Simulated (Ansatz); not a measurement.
Take GaN in the wurtzite structure (space group P6_3mc, No. 186; a = 3.183 Å, c = 5.185 Å) as the base.

Computed with PBEsol (Ansatz, an electronic-structure program; PAW; 420 eV plane waves; scalar-relativistic without spin-orbit coupling).

Strains are applied to the cell and any free atomic positions relax.

One change was made to it. Results:

| quantity | base | after |
|---|---|---|
| valence-band top at Γ (three highest levels, from the VBM) | 0.00, 0.00, -0.04 eV | 0.00, 0.00, -0.03 eV |
| band gap | 1.88 eV | 1.52 eV |

Problem. Name the change that was made.
(A) isotropic strain +1.20 %
(B) isotropic strain +3.00 %
(C) isotropic strain +1.80 %
(D) isotropic strain +0.60 %
(E) isotropic strain +2.40 %

Solution. C, isotropic strain +1.80 %. For comparison, the band gap in the other runs: isotropic strain +0.60 % gives 1.76 eV; isotropic strain +1.20 % gives 1.64 eV; isotropic strain +3.00 % gives 1.30 eV; isotropic strain +2.40 % gives 1.41 eV.

Stability against distortions was not tested.
